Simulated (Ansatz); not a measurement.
Functionals compared on H on the (0001) surface of wurtzite GaN (2x2 N adatom at H3; a constructed slab, bottom: 3 H on 4 bottom sites), one in a cell of 36 Å², started at the site 'top N', in Ansatz (plane waves, PAW). The structure was relaxed with PBE; the other rows are single points on it, each with its references at the same level. Cutoff 420 eV (500 eV for r2SCAN). The points keep PBE's geometry, so the relaxation of a polaron and the settling of charge on one site are left out.

Host crystal: wurtzite GaN, with a band gap (PBE, scalar-relativistic without spin-orbit coupling).

Slab: 45 atoms, 13.4 Å thick at the start with caps and adatoms under the adsorbate (thin: gaps and levels are the slab's own); k 4x4x1, smearing 0.01 eV, dipole-corrected; 23 atoms held, the rest relaxed; held to the start's symmetry, so lower structures may exist; spin-polarised, no spin-orbit, no U, no dispersion correction. The slab shows no gap over 0.04 eV on its mesh. The starting moment vanished. It is one chosen start, not shown to be the lowest state of the adsorbate. These notes are the PBE run's. r2SCAN: The program's check for a lower electronic state was not made. Adsorption energies are against ½ H2(g). A negative adsorption energy means that the adsorbate is more stable on the surface than in its reference.

| functional | adsorption energy (eV) |
|---|---|
| PBE | -1.49 |
| RPBE | … |
| r2SCAN | -1.49 |

**Question.** Fill in the missing entries.

**Answer.** 
- RPBE, adsorption energy (eV): -1.34

Ansatz is a first-principles code.
